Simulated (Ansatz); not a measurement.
Input:

```
CELL_PARAMETERS angstrom
      4.15814     0.00000     0.00000
      0.00000     4.15814     0.00000
      0.00000     0.00000     4.15814
ATOMIC_POSITIONS crystal
  Ba 0.00000 0.00000 0.00000
  Ti 0.50000 0.50000 0.50000
  O  0.00000 0.50000 0.50000
  O  0.50000 0.50000 0.00000
  O  0.50000 0.00000 0.50000
```

No spin polarisation.

Calculations: DFT with PBE, PAW potentials and a 420 eV plane-wave cutoff in Ansatz (a quantum-chemistry and plane-wave program), scalar-relativistic without spin-orbit coupling, earlier PAW set. Γ-centred 8×8×8 mesh, Fermi–Dirac width 0.05 eV.

Task: Predict the band gap, gap character and width of the top valence band.

Result: The band gap is 1.57 eV. The gap character comes out as indirect, R → Γ and the width of the top valence band is 0.87 eV.

The cells carry an imposed strain or load. Whether these cells are dynamically stable was not tested. All final runs are without spin polarisation. The cell was made from BaTiO3 in the cubic perovskite structure (space group Pm-3m, No. 221) by this change: isotropic strain +3.45 %. Many cubic perovskites are stable only at high temperature; tilts and polar distortions were not tested. This is not the structure that BaTiO3 has at room temperature and ambient pressure.
